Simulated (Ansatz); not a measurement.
Worked sum: formation energy of the neutral V_Ti in TiSi2 (Fddd)

We look at the formation energy of the neutral V_Ti in TiSi2 (Fddd). Reaction: 32 TiSi2 (Fddd) → cell A + Ti (hcp).

A: a supercell of 96 sites of TiSi2 (Fddd) with one empty Ti site amid 10 Si; spin state with PBE: run without spin.

Method: Ansatz (a first-principles code), PAW, neutral cells at 0 K with nuclei at rest, on structures from PBE. Ansatz runs with its default PAW set. Other levels take these structures. The lattices are those relaxed with PBE, so at other levels the solids can be strained. Larger cells are relaxed from a start prepared with the learned potential CHGNet, on a coarser mesh till forces fall under 0.03 eV/Å, which some starts already meet. A dispersion term (D3(BJ), or D4 for r2SCAN) was computed beside these levels and is taken off wherever the name lacks it. The PAW files were made for PBE and serve at the other functionals too. Space groups of crystals are read within 0.01 Å. Mesh and cell size may move defect energies by 0.1 eV or more. The value holds for the reservoirs listed; other chemical potentials shift it. Cell A has symmetry P222 within 0.02 Å and got no random move, so less symmetric positions, which may lie lower, weren't tried.

Total energies of the cells in eV, at zero smearing width. They compare only within one column; the weights balance every element.

```csv
cell,atoms,weight,r2SCAN
A: TiSi2:V_Ti,95,+1,-118582.19284
Ti (hcp),2,+1/2,-5008.73695
TiSi2 (Fddd),96,−1,-121090.64368
```

r2SCAN: (-118582.19284) + 1/2 × (-5008.73695) − (-121090.64368) = 4.082 eV.

What follows from the r2SCAN value: The value above is the Ti-rich limit, with Ti (hcp) as reservoir. The host forms with -0.53 eV/atom at this level, so before it gives way to its other element Δμ(Ti) can go down to -0.53 × 3 = -1.59 eV (other compounds may narrow the range). The defect releases 1 Ti, so the Ti-poor limit is 4.08 + 1 × (-1.59) = 2.49 eV.

With the reservoirs of the reaction as written, and without entropy terms or charged states, the share of sites that hold the defect in equilibrium is exp(−4.08 eV/k_BT) = 2.7×10^-21 at 1000 K.
